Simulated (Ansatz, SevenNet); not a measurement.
For NbAs (I4₁md, No. 109, 4 atoms in the cell; start mp-2059), the machine-learned potential SevenNet-0 (trained on PBE and PBE+U data) gives:

```
Property               Result
-------------------  --------
lattice constant a    3.491 Å
lattice parameter c  11.813 Å
```

**Question.** What does r²SCAN in Ansatz (plane waves, PAW) give for the same quantities?

**Answer.** 
- lattice constant a: 3.458 Å (decreases by 0.9 %)
- lattice parameter c: 11.766 Å (shrinks by 0.4 %)

Changes are worked out from the printed values.

Unless a cell is named, each level is at its own relaxed cell (SevenNet-0 17.99, r²SCAN 17.59 Å³/atom).

Caveats: the relaxation could not lower the start's symmetry, so the cell can be a saddle point above a distorted one (SevenNet-0, r²SCAN). Ansatz's density-functional and Hartree–Fock values are scalar-relativistic unless marked +SOC, with PAW data made under PBE.

A start named mp-… is a Materials Project structure, which need not be a measured phase.

Ansatz is an electronic-structure program.
